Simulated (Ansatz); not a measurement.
# MnP-type NiSi (0 0 1) on germanium (1 1 0) (film strained to the substrate, started from cuts of the bulks and a machine-learned relaxation; slabs Ge48 and Ni32Si32, which can lie off the formulas)

A periodic stack without vacuum, MnP-type NiSi (0 0 1) on germanium (1 1 0) (film strained to the substrate, started from cuts of the bulks and a machine-learned relaxation; slabs Ge48 and Ni32Si32, which can lie off the formulas): substrate slab Ge48, film Ni32Si32, surface cells [[-1, 2], [-1, -1]] and [[2, 0], [0, 2]], film strained by -3.6 and +4.9 %, outermost planes Ge/Ge and Si/Si as cut, which need not be the usual terminations and can put a slab off its formula.

The start was prepared with a machine-learned potential, and the result is one local minimum, with the in-plane cell held and forces under 0.04 eV/Å; the film can end far from its bulk form.

Level of theory: PBE (plane waves to 420 eV, PAW; Ansatz, a quantum-chemistry and plane-wave program). Scalar-relativistic, without spin–orbit coupling; the runs are not spin-polarised; PBE gaps are too small against experiment. Its k-point mesh 3×4×1, Fermi–Dirac width 0.05 eV.

interface area: 70.4 Å²
period: 28.11 Å
heights between the nearest atoms of the two slabs at the two interfaces: 1.56 and 1.57 Å
Ge–Si contacts across the interfaces within 1.22 times the sum of covalent radii: 8, mean 2.50 Å
Ge–Ni contacts across the interfaces within 1.22 times the sum of covalent radii: 8, mean 2.54 Å

```
CELL_PARAMETERS angstrom
      9.97659    -0.00004     0.08735
     -0.00053     7.05373     0.12222
     -0.02593     1.85755    28.14946
ATOMIC_POSITIONS crystal
  Ge 0.28190 0.23221 0.09849
  Ge 0.61132 0.88271 0.10112
  Ge 0.93729 0.52976 0.10809
  Ge 0.36029 0.89607 0.09835
  Ge 0.68809 0.54190 0.10380
  Ge 0.03331 0.20796 0.10684
  Ge 0.60103 0.39189 0.03088
  Ge 0.95664 0.05495 0.03679
  Ge 0.28853 0.76742 0.02206
  Ge 0.71075 0.04322 0.02488
  Ge 0.03751 0.72155 0.04161
  Ge 0.34077 0.41828 0.01849
  Ge 0.94146 0.49890 0.24892
  Ge 0.27490 0.17131 0.24708
  Ge 0.60761 0.83325 0.24845
  Ge 0.02423 0.16578 0.24855
  Ge 0.35678 0.83627 0.24597
  Ge 0.69066 0.49793 0.24984
  Ge 0.27735 0.69866 0.17202
  Ge 0.60828 0.35554 0.17732
  Ge 0.94306 0.01854 0.17730
  Ge 0.35888 0.36257 0.17355
  Ge 0.69231 0.02216 0.17503
  Ge 0.02571 0.68629 0.17686
  Ge 0.60487 0.78114 0.39556
  Ge 0.93813 0.45727 0.39218
  Ge 0.27150 0.12201 0.39408
  Ge 0.68650 0.44506 0.39711
  Ge 0.02070 0.12502 0.39176
  Ge 0.35550 0.78865 0.39177
  Ge 0.93956 0.97795 0.32049
  Ge 0.27307 0.64607 0.31927
  Ge 0.60698 0.30763 0.32315
  Ge 0.02229 0.64483 0.32013
  Ge 0.35613 0.31078 0.32066
  Ge 0.68888 0.97260 0.32204
  Ge 0.25263 0.10280 0.54421
  Ge 0.62308 0.72495 0.55075
  Ge 0.92637 0.42143 0.52746
  Ge 0.36274 0.75308 0.53834
  Ge 0.67524 0.37581 0.54717
  Ge 0.00712 0.08795 0.53214
  Ge 0.60356 0.24761 0.47080
  Ge 0.93019 0.93526 0.46215
  Ge 0.27573 0.60273 0.46533
  Ge 0.68164 0.91131 0.47066
  Ge 0.02643 0.61362 0.46098
  Ge 0.35252 0.26183 0.46796
  Ni 0.72710 0.95805 0.74811
  Ni 0.72863 0.46016 0.74764
  Ni 0.22814 0.95862 0.74641
  Ni 0.22900 0.45938 0.74474
  Ni 0.47890 0.96566 0.72435
  Ni 0.48102 0.46802 0.72332
  Ni 0.97741 0.96581 0.72527
  Ni 0.98034 0.46837 0.72305
  Ni 0.49476 0.71929 0.64785
  Ni 0.49506 0.27472 0.64558
  Ni 0.99137 0.73946 0.65016
  Ni 0.98941 0.24489 0.65136
  Ni 0.24630 0.76798 0.62687
  Ni 0.24896 0.23035 0.62393
  Ni 0.74489 0.76003 0.62467
  Ni 0.74389 0.24408 0.62626
  Si 0.64131 0.98862 0.66633
  Si 0.65703 0.48849 0.66696
  Si 0.13483 0.98916 0.66653
  Si 0.14344 0.48532 0.66173
  Si 0.41157 0.00551 0.61978
  Si 0.36073 0.50707 0.60631
  Si 0.90150 0.00517 0.60807
  Si 0.89570 0.50674 0.60768
  Si 0.57281 0.70171 0.76697
  Si 0.57268 0.20355 0.76576
  Si 0.07050 0.70088 0.76604
  Si 0.07267 0.20545 0.76475
  Si 0.32723 0.72325 0.70397
  Si 0.32802 0.22300 0.70287
  Si 0.82353 0.72598 0.70443
  Si 0.82230 0.22125 0.70500
  Ni 0.71566 0.91277 0.94504
  Ni 0.71828 0.37467 0.94223
  Ni 0.22069 0.89886 0.94285
  Ni 0.21962 0.38313 0.94450
  Ni 0.46957 0.86847 0.92323
  Ni 0.46985 0.42328 0.92109
  Ni 0.97513 0.89803 0.91771
  Ni 0.97316 0.40356 0.91887
  Ni 0.48354 0.67467 0.84571
  Ni 0.48561 0.17719 0.84480
  Ni 0.98424 0.67449 0.84601
  Ni 0.98725 0.17723 0.84376
  Ni 0.23593 0.68275 0.82143
  Ni 0.23745 0.18480 0.82101
  Ni 0.73562 0.68350 0.82435
  Ni 0.73653 0.18432 0.82263
  Si 0.63670 0.91996 0.86610
  Si 0.63747 0.41961 0.86509
  Si 0.14224 0.92161 0.86409
  Si 0.14109 0.41695 0.86468
  Si 0.39186 0.93937 0.80337
  Si 0.39179 0.44099 0.80211
  Si 0.89203 0.93745 0.80430
  Si 0.89414 0.44210 0.80299
  Si 0.60358 0.63593 0.96258
  Si 0.55274 0.13719 0.94929
  Si 0.06887 0.63616 0.96140
  Si 0.06305 0.13779 0.96099
  Si 0.30763 0.65435 0.90214
  Si 0.32308 0.15451 0.90279
  Si 0.82110 0.65756 0.90740
  Si 0.82979 0.15384 0.90246
```
